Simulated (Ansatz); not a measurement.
For zinc-blende PbS (model structure), PBEsol in Ansatz (plane waves, PAW) gives:

```
Quantity                                 Value
------------------------------  --------------
equilibrium lattice constant a         6.546 Å
enthalpy of formation           -0.281 eV/atom
```

What does r²SCAN-D4 (PAW; Ansatz, a quantum-chemistry and plane-wave program) give for the same quantities?


- lattice constant a: 6.579 Å (increases by 0.5 %)
- formation enthalpy: -0.406 eV/atom (moves by -0.125 eV/atom)

Changes are worked out from the printed values.

Unless a cell is named, each level is at its own relaxed cell (PBEsol 35.05, r²SCAN-D4 35.60 Å³/atom).

Levels without +SOC leave out spin–orbit coupling, which shifts energies and cells of such heavy elements.

Ansatz's density-functional and Hartree–Fock values are scalar-relativistic unless marked +SOC, with PAW data made under PBE.

A model structure was made by putting elements into a prototype or built by hand; it is no filed structure, need not be a known phase, and can be a saddle point held by its symmetry.
